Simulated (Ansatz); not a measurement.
## A self-consistent single point of IrRh3 (I4mm, 4 atoms in the cell) with Ansatz

Computed with LDA (PW92), default PAW files made with PBE (plane waves; Ansatz, a first-principles code).

Input as run:

Ansatz 0.2 input:
```yaml
crystal:
  lattice:
    - [-1.912500, 1.912500, 3.830943]
    - [1.912500, -1.912500, 3.830943]
    - [1.912500, 1.912500, -3.830943]
  atoms:
    - { symbol: Ir, position: [0.006526, 0.006526, 0.000000] }
    - { symbol: Rh, position: [0.750000, 0.250000, 0.500000] }
    - { symbol: Rh, position: [0.250000, 0.750000, 0.500000] }
    - { symbol: Rh, position: [0.500000, 0.500000, 0.000000] }
basis:
  ecutwfc: 420.0
kpoints:
  mp_grid: { grid: [12, 12, 12] }
hamiltonian:
  xc: lda
  pseudopotentials: { kind: paw }
scf:
  occupations: { method: fermi_dirac, width: 0.1 }
output:
  forces: true
  eigenvalues: true
  stress: true
```

Output, abridged:

```
WARN ansatz: RAYON_NUM_THREADS=1 ignored (pool sized by the plan → 1); use --threads N
Pseudopotentials: kind: paw
Pseudopotential: Ir, paw, valence charge 17
Pseudopotential: Rh, paw, valence charge 17
Crystal: 4 atoms, lattice volume = 56.049 Å³
Basis set: ecut = 420 eV, 1065 PW (Γ)
Bands: 41, of which v1, the nominal top of the filled ones, is band 34 counted from 1 (33 counted from 0)
Symmetry: 8 space group operations
Space group: I4mm (ITA 107), of the structure as read, at distance tolerance 3.8e-5 Å
k-points: 163 of 1728 (time reversal used)
PAW frozen core: Ir, regenerated for the run's functional, and the local potential with it
PAW frozen core: Rh, regenerated for the run's functional, and the local potential with it
Initial density: superposition of atomic densities (neutral atoms: chi_scale 0, normalization atom), corrected by the library's trained network
Initial wavefunctions: pseudopotential atomic-orbital guess
Eigensolver: davidson
Functional: x = slater, c = lda
SCF iter   1: F=—  HF=-30499.375181 eV  |F-HF|=—  |Δ(HF+E_count)|=         —  Δρ=1.28e-2  dr2=9.86e-2  ethr=1.77e-3  ⟨swp⟩=5.6  Hψ=22547  notcnv=0
all-band conjugate gradients solve this SCF's bands
preconditioner: auto → Kerker (q_TF=auto, 2.818 Å⁻¹)
SCF iter   2: F=—  HF=-30499.366714 eV  |F-HF|=—  |Δ(HF+E_count)|=   8.47e-3  Δρ=6.05e-3  dr2=2.00e-2  ethr=1.45e-4  ⟨swp⟩=1.0  Hψ=7987  notcnv=0
SCF iter   3: F=—  HF=-30499.363564 eV  |F-HF|=—  |Δ(HF+E_count)|=   3.15e-3  Δρ=8.18e-4  dr2=1.71e-4  ethr=2.94e-5  ⟨swp⟩=1.4  Hψ=7670  notcnv=0
SCF iter   4: F=—  HF=-30499.363532 eV  |F-HF|=—  |Δ(HF+E_count)|=   3.18e-5  Δρ=1.06e-4  dr2=9.03e-6  ethr=2.52e-7  ⟨swp⟩=2.3  Hψ=10809  notcnv=0
SCF iter   5: F=—  HF=-30499.363531 eV  |F-HF|=—  |Δ(HF+E_count)|=   1.65e-6  Δρ=3.93e-5  dr2=6.53e-7  ethr=1.33e-8  ⟨swp⟩=2.6  Hψ=11692  notcnv=0
SCF iter   6: F=-30499.363531 eV  HF=-30499.363531 eV  |F-HF|=2.53e-8  |Δ(HF+E_count)|=   1.63e-7  Δρ=7.72e-6  dr2=3.85e-8  ethr=1.47e-10  ⟨swp⟩=4.7  Hψ=23130  notcnv=0
SCF 1 converged in 6 iterations: F = -30499.363531 eV  dr2 = 3.85e-8
SCF converged after 6 iterations
Free energy (F): -30499.363531 eV
Harris-Foulkes:  -30499.363531 eV  (|F-HF|=2.53e-8)
Internal energy: -30499.202926 eV  (E = F + TS)
E sigma→0 (E₀):  -30499.283228 eV
Entropy (-TS):   -0.160605 eV (-40.151 meV/atom)
Fermi energy:    22.551286 eV
--- Per-component energies (eV) ---
  E_band       = -378.881193
  E_kinetic    = 2341.259202
  E_local      = -5834.931983  (includes V_loc(G=0)·N_el)
  E_nonlocal   = 1160.173851
  E_hartree    = 2073.956209
  E_xc         = -927.636741
  E_vxc        = -1133.540813  (∫ρ·V_xc dr)
  E_paw        = -19344.328723  (= ΣΔE_a)
  E_vpaw       = -1059.752806  (= ΣTr[D̂ρ^β])
  E_aug_tail   = 0.002338  (compensation charges beyond the density's cutoff)
  E_ewald      = -9969.976126
  E_core_change = 2.279049  (= ΣΔE_core)
  E_smearing   = -0.160605  (= −TS)
  E_closure    = -0.000000  (closes the sum)
  Σ components = -30499.363531   (vs F -30499.363531, Δ=0.00e0)
--- Forces (eV/Å), atoms counted from 1 ---
  atom   1  Ir    -0.00000000    -0.00000000    -0.54971099
  atom   2  Rh    -0.00000000     0.00000000     0.22781450
  atom   3  Rh     0.00000000    -0.00000000     0.22781450
  atom   4  Rh    -0.00000000     0.00000000     0.09406916
  max |Σ_I F_I| component: 1.28e-5 eV/Å
--- Stress (GPa, compression-positive) ---
      -13.777842       0.000000      -0.000000
        0.000000     -13.777842      -0.000000
       -0.000000       0.000000     -13.889209
  P = ⅓ Tr σ = -13.8150 GPa (-138.150 kbar)
  The stress holds the Pulay correction. Without it, at fixed plane waves, as pw.x and ABINIT print it: P = -13.8964 GPa
--- Band table (eV; the first three rows and the last of 163) ---
  k-point 0: bands = ["-70.0137", "-56.1855", "-56.0971", "-56.0344", "-26.8167", "-26.7998", "-26.7998", "-24.2785", "-24.2448", "-24.2448", "-24.0697", "-24.0697", "-24.0641", "-23.8518", "-23.8518", "-23.8060", "13.7468", "15.9804", "16.3598", [...]
  k-point 1: bands = ["-70.0136", "-56.1824", "-56.0994", "-56.0352", "-26.8162", "-26.8015", "-26.7974", "-24.2977", "-24.2231", "-24.2210", "-24.1092", "-24.0760", "-24.0246", "-23.8753", "-23.8506", "-23.8094", "13.9355", "16.1090", "16.4914", [...]
  k-point 2: bands = ["-70.0136", "-56.1736", "-56.1058", "-56.0375", "-26.8150", "-26.8060", "-26.7930", "-24.3231", "-24.1900", "-24.1575", "-24.1468", "-24.0950", "-23.9850", "-23.9346", "-23.8480", "-23.8196", "14.4706", "16.4135", "16.9188", [...]
  k-point 162: bands = ["-70.0136", "-56.1677", "-56.0973", "-56.0527", "-26.8060", "-26.8060", "-26.7949", "-24.2926", "-24.2926", "-24.1410", "-24.0566", "-23.9810", "-23.9521", "-23.9521", "-23.9122", "-23.9122", "15.7604", "15.8953", "16.1554", [...]
```

The run converged in 6 iterations.

The starting cell comes from a database of computed structures (which also holds hypothetical and non-ambient phases and stackings), without a prior relaxation at this level. Its lattice was rescaled by up to half a per cent. One atom was moved a little off its site on purpose. Spin-orbit coupling is off. Spin polarisation is off. With a pressure of about -14 GPa the cell is away from its equilibrium volume at this level. Ansatz's pressure includes its estimate of the finite-basis (Pulay) stress.
